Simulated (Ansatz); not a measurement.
Take CdSe in the zinc blende structure (space group F-43m, No. 216; a = 6.1333 Å) as the base.

One thing is altered: Zn takes the place of Cd on all its sites, then cell and atoms are relaxed.

Levels (all Ansatz, a quantum-chemistry and plane-wave program, PAW, earlier PAW set): r2SCAN (500 eV, scalar-relativistic without spin-orbit coupling); HSE06+SOC (420 eV, with spin-orbit coupling).

The geometry is relaxed with r2SCAN.

| Property | Value |
|---|---|
| r2SCAN valence-band top at Γ | 0.00, 0.00, 0.00 eV |
| r2SCAN lowest conduction level above the VBM at special points | Γ 1.86 eV; L 3.05 eV; X 3.34 eV |

**Question.** What does HSE06+SOC give at this geometry for the valence-band top at Γ and lowest conduction level above the VBM at special points?

**Answer.** The valence-band top at Γ (three highest Kramers pairs, from the VBM) goes from 0.00, 0.00, 0.00 eV to 0.00, 0.00, -0.43 eV; the lowest conduction level above the VBM at special points becomes Γ 2.27 eV; L 3.51 eV; X 3.70 eV (r2SCAN: Γ 1.86 eV; L 3.05 eV; X 3.34 eV). The threefold valence maximum splits by Δso ≈ 0.43 eV.

Single points use the geometry relaxed with r2SCAN. Differences between runs with and without spin-orbit coupling are approximate. The levels and masses belong to the bands next to the band gap. Whether these cells are dynamically stable was not tested.
